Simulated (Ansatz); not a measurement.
Base system: BAs (space group P6_422, No. 181; a = 3.429 Å, c = 7.403 Å; a hypothetical phase, not in the database extracts checked).

Levels (all Ansatz, a first-principles code, PAW): PBEsol (420 eV, scalar-relativistic without spin-orbit coupling); r2SCAN (500 eV, no spin-orbit coupling).

The geometry is relaxed with PBEsol.

| Quantity | Value |
|---|---|
| PBEsol gap character | indirect, Γ → M |
| PBEsol smallest direct gap | 2.13 eV |
| PBEsol band gap | 0.31 eV |

How does going to r2SCAN change the gap character, smallest direct gap and band gap?

The gap character remains indirect, Γ → M; the smallest direct gap grows by 0.39 eV to 2.52 eV; the band gap grows by 0.30 eV to 0.61 eV.

Single points use the geometry relaxed with PBEsol. Stability against distortions was not tested. The base started in P3_121 and relaxed to P6_422 at this level.
